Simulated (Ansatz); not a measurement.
MgS (model structure, started from the BeO type, P4₂/mnm, No. 136, 8 atoms in the cell) was calculated with LDA (PAW; Ansatz, a program for electronic structure).

Settings: plane-wave cutoff 520 eV, 6×6×10 k mesh (along the axes of the cell as run), Fermi–Dirac smearing 0.01 eV, scalar-relativistic PAW data made under PBE.

Cell (relaxed at this level):

```xyz
8
Lattice="6.7268 0.0000 0.0000 0.0000 6.7268 0.0000 0.0000 0.0000 4.0304" Properties=species:S:1:pos:R:3 pbc="T T T"
Mg     2.1956     4.5312     0.0000
Mg     4.5312     2.1956     0.0000
Mg     5.5590     5.5590     2.0152
Mg     1.1678     1.1678     2.0152
S      2.0928     2.0928     0.0000
S      4.6341     4.6341     0.0000
S      1.2706     5.4562     2.0152
S      5.4562     1.2706     2.0152
```

**Question.** Give the computed band gap.

**Answer.** 
* **band gap**: 3.29 eV (direct)

Note: the relaxation could raise the start's symmetry but not lower it, so the cell can be a saddle point.

Static lattice: no zero-point or thermal effects.

Computing time: roughly 50 core-seconds.

A model structure was made by putting elements into a prototype or built by hand; it is no filed structure, need not be a known phase, and can be a saddle point held by its symmetry.
